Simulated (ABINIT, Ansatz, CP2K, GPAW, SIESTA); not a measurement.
**One structure in several programs: BN (F-43m, 2 atoms in the cell)**

Band-structure calculation.

```xyz
2
Lattice="0.0000 1.8075 1.8075 1.8075 0.0000 1.8075 1.8075 1.8075 0.0000" Properties=species:S:1:pos:R:3 pbc="T T T"
B      0.0000     0.0000     0.0000
N      0.9038     0.9038     0.9038
```

Shared settings, as Ansatz (a quantum-chemistry and plane-wave program) writes them: kpoints.mp_grid.grid = 11 11 11; scf.occupations.method = fermi_dirac; scf.occupations.width = 0.01 eV. Potentials and cutoffs stand in the table.

```json
[
 {"code": "CP2K", "model": "PBE, GPW, DZVP-MOLOPT-SR-GTH basis, GTH-PBE potentials (GTH_POTENTIALS)", "gap along the path (eV)": "4.53", "smallest direct gap (eV)": "8.80", "cutoff": "grid 400 Ry"},
 {"code": "SIESTA", "model": "GGA PBE, numerical atomic orbitals DZP, PseudoDojo PBE standard norm-conserving potentials (rewritten from UPF to PSML)", "gap along the path (eV)": "4.55", "smallest direct gap (eV)": "8.88", "cutoff": "grid 300 Ry"},
 {"code": "GPAW", "model": "PBE, GPAW PAW datasets PBE (gpaw-data 1.0.1)", "gap along the path (eV)": "4.47", "smallest direct gap (eV)": "8.83", "cutoff": "950 eV"},
 {"code": "Ansatz", "model": "PBE, default PAW files", "gap along the path (eV)": "4.47", "smallest direct gap (eV)": "8.83", "cutoff": "default"},
 {"code": "ABINIT", "model": "PBE, norm-conserving pseudopotentials (PseudoDojo nc-sr-05 PBE standard)", "gap along the path (eV)": "4.53", "smallest direct gap (eV)": "8.88", "cutoff": "42 Ha"}
]
```

The spread over the programs that give each value: gap along the path within 0.08 eV; smallest direct gap within 0.08 eV.

CP2K and SIESTA use small atom-centred bases, whose incompleteness enters pressures, forces and empty levels differently from a plane-wave cutoff.

The starting cell has typed, rounded lattice constants, without a prior relaxation at this level.

Left out of this page: Quantum ESPRESSO, Elk and FLEUR (not drawn, or without a comparable value).

Keys are those of Ansatz 0.2.
